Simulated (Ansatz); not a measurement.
System: CaScHO₂ (model structure, started from the SrVO2H type, P4/mmm, No. 123, 5 atoms in the cell). Method: PBEsol (Ansatz, a program for electronic structure, PAW).

Run with plane-wave cutoff 520 eV, 8×8×10 k mesh (along the axes of the cell as run), Fermi–Dirac smearing 0.01 eV, scalar-relativistic PAW data made under PBE.

Cell (relaxed at this level):

CaScHO$_{2}$ has the tetragonal space group P4/mmm (No. 123), Pearson symbol tP5. Lattice parameters: a = b = 4.0464 Å, c = 3.6993 Å, α = β = γ = 90.00°. Ca on 1d sees 8 O at 2.741 Å. Sc on 1a is coordinated by 2 H at 1.850 Å and 4 O at 2.023 Å (octahedral). O on 2f is coordinated by 2 Sc at 2.023 Å and 4 Ca at 2.741 Å (octahedral). H on 1b is coordinated by 2 Sc at 1.850 Å (linear). (Neighbours: up to the widest gap in distance over summed covalent radii, below 1.35, at either atom; cation-cation and far metal-metal contacts left out.)

Question: Give the computed band gap, Γ–Γ gap and bulk modulus.

Answer: 
- band gap = 2.03 eV (on the SCF k mesh)
- Γ–Γ gap = 4.05 eV
- bulk modulus = 113 GPa

Note: the bulk modulus is −V dP/dV from two relaxed cells at ±2 % in volume; the relaxation could raise the start's symmetry but not lower it, so the cell can be a saddle point.

Static lattice: no zero-point or thermal effects.

Cost on a shared machine: around 50 core-seconds (rough).

A model structure was made by putting elements into a prototype or built by hand; it is no filed structure, need not be a known phase, and can be a saddle point held by its symmetry.
